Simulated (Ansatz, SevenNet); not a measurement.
# Ladder of methods for the lattice parameter c of hexagonal WC

Reference value: 2.837 Å (measured, 300 K, not corrected to a static lattice; as tabulated in Wikipedia's data pages).

| level (code) | value (Å) |
|---|---|
| SevenNet-0 (SevenNet) | 2.849 |
| LDA (Ansatz) | ___ |
| PBE (Ansatz) | ___ |
| PBEsol+SOC (Ansatz) | 2.827 |
| rVV10 (Ansatz) | 2.866 |
| r²SCAN+SOC (Ansatz) | 2.835 |
| PBE0 (Ansatz) | 2.827 |

Task: What belongs in the gaps?

Result: 
- LDA (Ansatz, an electronic-structure program), value (Å): 2.812
- PBE (Ansatz), value (Å): 2.846

Differences against the reference: SevenNet-0 +0.42 %, LDA -0.88 %, PBE +0.32 %, PBEsol+SOC -0.35 %, rVV10 +1.02 %, r²SCAN+SOC -0.07 %, PBE0 -0.35 %.

The reference is not for a static lattice or low temperature, so close values are not ranked against it.

The reference has no zero-point or thermal correction, while the calculations are for a static lattice, so the differences are not the levels' errors alone. A static lattice is as a rule a little smaller than the measured one.  Density-functional levels without +SOC have no spin–orbit coupling. PBE0: the run has no spin polarisation, so it can have missed a magnetic state. Cutoffs and k meshes differ between the levels. Ansatz's density-functional and Hartree–Fock values are scalar-relativistic unless marked +SOC, with PAW data made under PBE.

Machine-learned potentials (SevenNet-0) are trained on DFT data, which may include these solids.

Differences are worked out from the printed values.
